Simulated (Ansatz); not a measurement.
System: LaTiO2N (Imma, No. 74, 10 atoms in the cell; start mp-1222753). Method: r²SCAN+SOC in Ansatz (plane waves, PAW).

Settings: plane-wave cutoff 560 eV, 8×8×8 k mesh, Fermi–Dirac smearing 0.01 eV, PAW data made under PBE.

Cell (relaxed with PBEsol):

LaTiNO2 is taken in the orthorhombic space group Imma (No. 74), Pearson symbol oI20. Cell: a = 5.477 Å, b = 7.902 Å, c = 5.543 Å, α = β = γ = 90.00°. La on 4e has 1 N at 2.414 Å and 2 N at 2.766 Å and 1 N at 3.129 Å and 4 O at 2.575 Å and 4 O at 2.987 Å. Ti on 4b has 4 O at 1.968 Å and 2 N at 2.010 Å (octahedral). N on 4e has 2 Ti at 2.010 Å and 1 La at 2.414 Å and 2 La at 2.766 Å and 1 La at 3.129 Å. O on 8g has 2 Ti at 1.968 Å and 2 La at 2.575 Å and 2 La at 2.987 Å. (Neighbours: up to the widest gap in distance over summed covalent radii, below 1.35, at either atom; cation-cation and far metal-metal contacts left out.)
(The calculation used a cell of 10 atoms; values per cell refer to that cell.)

Q: Give the computed band gap.

A: 
band gap: 1.30 eV (on the SCF k mesh)

Note: cell and atoms aren't relaxed at this level (largest force component 0.07 eV/Å, pressure 4.2 GPa).

Static lattice: no zero-point or thermal effects.

A start named mp-… is a Materials Project structure, which need not be a measured phase.

Ansatz is a first-principles code.
